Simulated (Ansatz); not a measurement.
Take Hf in the hcp (Mg type) structure (space group P6_3/mmc, No. 194; a = 3.1983 Å, c = 5.0488 Å; relaxed with 0.1 eV smearing) as the base. Axes: x lies along a and z along c of the hexagonal cell.

Calculations: Kohn–Sham DFT with the r2SCAN functional, run in Ansatz (a first-principles code) with PAW and 500 eV plane waves, no spin-orbit coupling.

For the base:

| Item | Value |
|---|---|
| Pressure | 0.0 GPa |

Perturbation: compressive biaxial strain of 3.00 % in the plane normal to [001], as in epitaxy on a mismatched substrate; the out-of-plane cell vector and the atoms relax.

Task: Predict the new out-of-plane strain.

Result: The out-of-plane strain amounts to +2.01 %.

Task: How does this affect the pressure?

Result: The pressure (mean of the normal stresses, compression positive) goes from zero to 4.8 GPa.

Whether these cells are dynamically stable was not tested. The final runs are not spin-polarised.
